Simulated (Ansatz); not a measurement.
Consider Cs in the bcc (W type) structure (space group Im-3m, No. 229; a = 6.2649 Å).

Calculations: r2SCAN (Ansatz, a quantum-chemistry and plane-wave program, PAW, without spin-orbit coupling).

Base values:

| Quantity | Value |
|---|---|
| Volume per atom | 122.95 Å³ |

Now apply this change: every Cs is replaced by Rb; the structure is relaxed again.

Tabulated Pauling electronegativity and covalent radius: Cs 0.79, 2.44 Å; Rb 0.82, 2.20 Å.

Question: What happens to the volume per atom?

Answer: The volume per atom drops by 28.03 Å³ (122.95 Å³ → 94.92 Å³).

Whether these cells are dynamically stable was not tested. The final runs are not spin-polarised.
